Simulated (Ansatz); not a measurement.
# TiO2: pressure series

The reference is TiO2 in the rutile structure (space group P4_2/mnm, No. 136).

```yaml
crystal:
  lattice:
    - [4.64344, 0.00000, 0.00000]
    - [0.00000, 4.64344, 0.00000]
    - [0.00000, 0.00000, 2.96380]
  atoms:
    - { symbol: Ti, position: [0.00000, 0.00000, 0.00000] }
    - { symbol: Ti, position: [0.50000, 0.50000, 0.50000] }
    - { symbol: O, position: [0.30513, 0.30513, 0.00000] }
    - { symbol: O, position: [0.80513, 0.19487, 0.50000] }
    - { symbol: O, position: [0.19487, 0.80513, 0.50000] }
    - { symbol: O, position: [0.69487, 0.69487, 0.00000] }
```

Cell and atoms are relaxed at each pressure.

Calculations: PBE/PAW in Ansatz (an electronic-structure program), spin-orbit coupling left out.

| change | c/a ratio | band gap | lattice parameter a | width of the top valence band |
|---|---|---|---|---|
| base | 0.638 | 1.86 eV | 4.643 Å | 1.56 eV |
| pressure −2 GPa | 0.637 | 1.86 eV | 4.663 Å | 1.53 eV |
| pressure −1 GPa | 0.637 | 1.86 eV | 4.653 Å | 1.55 eV |
| pressure 0.9 GPa | 0.639 | 1.86 eV | 4.635 Å | 1.57 eV |
| pressure 2.1 GPa | 0.640 | 1.86 eV | 4.624 Å | [?] |
| pressure 4.5 GPa | 0.641 | 1.87 eV | 4.604 Å | 1.61 eV |
| pressure 9 GPa | 0.644 | 1.89 eV | 4.568 Å | [?] |
| pressure 15 GPa | 0.647 | 1.92 eV | 4.527 Å | 1.68 eV |
| pressure 22.5 GPa | 0.650 | 1.95 eV | 4.482 Å | 1.73 eV |
| pressure 30 GPa | 0.652 | 1.99 eV | 4.442 Å | 1.77 eV |

Q: Complete the table.

A: 
- pressure 2.1 GPa, width of the top valence band: 1.59 eV
- pressure 9 GPa, width of the top valence band: 1.65 eV

Load acts through the strain it causes; cell and atoms are relaxed under it. Whether these cells are dynamically stable was not tested. No other phases were tried under pressure. The final runs are not spin-polarised.
